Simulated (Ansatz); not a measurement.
Base system: SiC in the wurtzite structure (space group P6_3mc, No. 186; a = 3.0564 Å, c = 5.0158 Å).

Method: Ansatz (a quantum-chemistry and plane-wave program), LDA, PAW, cutoff 420 eV, scalar-relativistic without spin-orbit coupling.

Perturbation: the cell is scaled by 0.9760 in all directions, atoms relaxed at fixed cell.

Task: Predict the new valley order, mean gap deformation potential ΔEg/Δln V and energy relative to the base.

Result: The valley order (the lowest conduction-band minima on the path, energy above the VBM, named in the base's zone) amounts to K (1/3, 1/3, 0) 1.99 eV; M (1/2, 0, 0) 2.84 eV; the mean gap deformation potential ΔEg/Δln V comes out as +1.9 eV; the energy goes up by 41 meV/atom.

The cells carry an imposed strain or load. No phonon test of stability was made.
